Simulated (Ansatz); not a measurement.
HfC (model structure, started from the NbAs type, I4₁md, No. 109, 4 atoms in the cell), treated with r²SCAN in Ansatz (PAW).

Numerical settings: plane-wave cutoff 560 eV, 26×26×26 k mesh, Fermi–Dirac smearing 0.05 eV, scalar-relativistic PAW data made under PBE.

Cell (relaxed at this level):

```cif
data_C2Hf2
_chemical_formula_sum 'Hf2 C2'
_space_group_name_H-M_alt 'P 1'
_space_group_IT_number 1
_cell_length_a 6.04763
_cell_length_b 6.04763
_cell_length_c 6.04763
_cell_angle_alpha 151.016
_cell_angle_beta 151.016
_cell_angle_gamma 41.452
loop_
_space_group_symop_operation_xyz
  'x, y, z'
loop_
_atom_site_label
_atom_site_type_symbol
_atom_site_fract_x
_atom_site_fract_y
_atom_site_fract_z
_atom_site_occupancy
Hf1 Hf 0.50280 0.50280 0.00000 1
Hf2 Hf 0.25280 0.75280 0.50000 1
C1 C 0.91320 0.91320 0.00000 1
C2 C 0.66320 0.16320 0.50000 1
```

Q: What does this level give for the bulk modulus B0?

A: 
bulk modulus B0: 214 GPa

The run finds no gap.

Note: the bulk modulus is −V dP/dV from two relaxed cells at ±2 % in volume; the relaxation could raise the start's symmetry but not lower it, so the cell can be a saddle point.

Spin–orbit coupling is not included; it can open a gap where bands touch, and shift volumes and moduli.

Computed values are for the static lattice.

Computing time: around 24 core-minutes (rough).

A model structure was made by putting elements into a prototype or built by hand; it is no filed structure, need not be a known phase, and can be a saddle point held by its symmetry.

Ansatz is a program for electronic structure.
